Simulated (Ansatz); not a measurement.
The starting structures come from a database of crystals and need not be the phases stable at ambient conditions.

By PBEsol, the system below comes out a metal.

The ballistic (Sharvin) conductance counts the channels at the Fermi level: G/A = (e²/h) × channels of both spins per area.

Input:

```
CoPdO2
1.0
    4.95952     0.00000     0.00000
    1.65317     5.95777     0.00000
    2.47976     0.00000     1.43169
Co Pd O
1 1 2
Direct
  0.50000   0.50000   0.00000
  0.00000   0.00000   0.00000
  0.11247   0.66258   0.00000
  0.88753   0.33742   0.00000
```

The cell is taken as given; by PBEsol it stands under a pressure of -10.4 GPa.

The current flows along the normal of the first two printed cell vectors, the (110) plane of the conventional cell. No spin-orbit coupling; the value is a mean over 0.1 eV about the Fermi level.

### Question
Predict the ballistic conductance per area from PBEsol run with Ansatz (a quantum-chemistry and plane-wave program).

### Answer
0.42 × 10¹⁵ S/m² for both spins.
